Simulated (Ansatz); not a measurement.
Phonon-limited resistivity of Ni3Ge (Pm-3m) against temperature in μΩ·cm, PBEsol, DFPT electron-phonon coupling, linearised Boltzmann equation (Ansatz, an electronic-structure program), harmonic crystal at a fixed cell.

| T | ρ |
|---|---|
| 50 K | 1.68 |
| 77 K | 5.4 |
| 100 K | 9.1 |
| 150 K | 17.4 |
| 200 K | [?] |
| 250 K | 31 |
| 273 K | 33 |
| 300 K | 35 |
| 350 K | 39 |
| 400 K | [?] |
| 500 K | 47 |
| 600 K | [?] |
| 800 K | 62 |

Q: Some entries are withheld; supply them.

A: 
- 200 K, ρ: 25
- 400 K, ρ: 42
- 600 K, ρ: 52

A metal at this level (no band gap). Only scattering by harmonic phonons is included (no impurities, grain boundaries, electron-electron scattering or thermal expansion). Spin-orbit coupling is left out. Few carriers conduct, so the values hang on small band overlaps. The run warned that the eigensolver left some states short of its tolerance. Halving the electron mesh (24x24x24) moves the resistivity by up to 13 %. Smearing 0.20 eV; phonons on a 4x4x4 q mesh, which this run doesn't test and which matters most at low temperature.

Treated as nonmagnetic (a ferromagnetic start lost its moment, other orders weren't tried): Ni3Ge (Pm-3m).
